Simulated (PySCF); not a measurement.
PySCF 2.14.0, WB97X/def2-svp, df: hexafluorodisiloxane (F[Si](F)(F)O[Si](F)(F)F), 9 atoms. The geometry is a generated start, not checked to be a minimum at this level.

- task = energy
- method = wb97x
- basis = def2-svp
- two-electron scheme = density fitting
- mol.max_memory = 3000 MB
- mf.max_cycle = 100
- mf.DIIS = CDIIS (default)
- mf.conv_tol = 1e-09 (default)
- mf.grids.level = 3 (default)
- basis functions = 134
- grid points = 138016

```xyz
9

F      2.1306     0.3230    -1.1912
Si     1.4827     0.2926     0.2405
F      2.4034    -0.5068     1.2266
F      1.3648     1.7846     0.7247
O      0.0688    -0.4403     0.2189
Si    -1.4657    -0.3733    -0.2005
F     -1.6561     0.0376    -1.7039
F     -2.2505     0.6840     0.6561
F     -2.0780    -1.8013     0.0286
```

With the defaults (mf.diis = true, newton = off, mf.damp = 0, mf.diis_start_cycle = 1, mf.level_shift = 0, mf.init_guess = minao, mf.diis_space = 8) it converges in 12 Fock builds. One run each on 2 threads, 1 BLAS thread, with these changes:
- newton = Hessian by the SCF's own integrals
- mf.init_guess = huckel
- mf.diis_space = 3
- mf.diis = false
- mf.init_guess = mod_huckel
- mf.diis = false, mf.damp = 0.7, mf.diis_start_cycle = 999
- mf.damp = 0.3, mf.diis_start_cycle = 4
- mf.level_shift = 0.3 Hartree
- mf.level_shift = 0.1 Hartree

Q: Name the settings that don't reach the solution of the defaults.

A: No convergence: mf.diis = false (the run ends without SCF convergence in 100 cycles). The rest reach the solution of the defaults.

```
setting                                                    Fock builds             end
---------------------------------------------------------  -----------  --------------
the defaults                                                        12   same solution
mf.damp = 0.3, mf.diis_start_cycle = 4                              12   same solution
mf.level_shift = 0.1 Hartree                                        12   same solution
mf.init_guess = huckel                                              12   same solution
mf.init_guess = mod_huckel                                          12   same solution
mf.level_shift = 0.3 Hartree                                        13   same solution
mf.diis_space = 3                                                   13   same solution
newton = Hessian by the SCF's own integrals                         25   same solution
mf.diis = false, mf.damp = 0.7, mf.diis_start_cycle = 999           36   same solution
mf.diis = false                                                    101  no convergence
```

Under newton the count holds the products with the orbital Hessian.
